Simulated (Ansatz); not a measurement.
Reference: BaS (Fm-3m), PBEsol with spin-orbit coupling, rigid bands (plane waves, PAW; Ansatz, an electronic-structure program); geometry: cell and atoms relaxed with PBEsol.

```xyz
2
Lattice="0.0000 3.1659 3.1659 3.1659 0.0000 3.1659 3.1659 3.1659 0.0000" Properties=species:S:1:pos:R:3 pbc="T T T"
Ba     0.0000     0.0000     0.0000
S      3.1659     3.1659     3.1659
```

- band gap = 1.99 eV
- electron conductivity mass = 0.43 mₑ
- hole conductivity mass = 0.91 mₑ
- Seebeck coefficient, n-type 1e19 cm⁻³ = -305 μV/K

Problem. Replace Ba by Mg on the same sites and relax. What happens?

Solution. MgS (Fm-3m): volume per atom 31.7 to 17.4 Å³; band gap rises (1.99 eV to 2.70 eV); electron conductivity mass falls (0.43 mₑ to 0.35 mₑ); hole conductivity mass rises (0.91 mₑ to 1.19 mₑ); Seebeck coefficient, n-type 1e19 cm⁻³ falls in size (-305 μV/K to -261 μV/K).

Problem. Swap S for Te, keeping the structure type. How do these values move?

Solution. BaTe (Fm-3m): volume per atom 31.7 to 41.8 Å³; band gap falls (1.99 eV to 1.19 eV); electron conductivity mass falls (0.43 mₑ to 0.36 mₑ); hole conductivity mass falls (0.91 mₑ to 0.50 mₑ); Seebeck coefficient, n-type 1e19 cm⁻³ falls in size (-305 μV/K to -288 μV/K).

Problem. Replace S by O on the same sites and relax. What happens?

Solution. BaO (Fm-3m): volume per atom 31.7 to 20.7 Å³; band gap falls (1.99 eV to 1.80 eV); electron conductivity mass rises (0.43 mₑ to 0.50 mₑ); hole conductivity mass rises (0.91 mₑ to 1.01 mₑ); Seebeck coefficient, n-type 1e19 cm⁻³ stays about the same (-305 μV/K to -318 μV/K).

Moves up to 5 % count as about the same. Masses are for dilute carriers at 300 K, harmonic means over directions unless an axis is named. Seebeck coefficients are for the stated density at 300 K, with one relaxation time for all states and whether or not that doping can be reached.

Formula and space group known from diffraction (Crystallography Open Database), not checked to be the room-temperature form: BaS (Fm-3m), BaTe (Fm-3m).
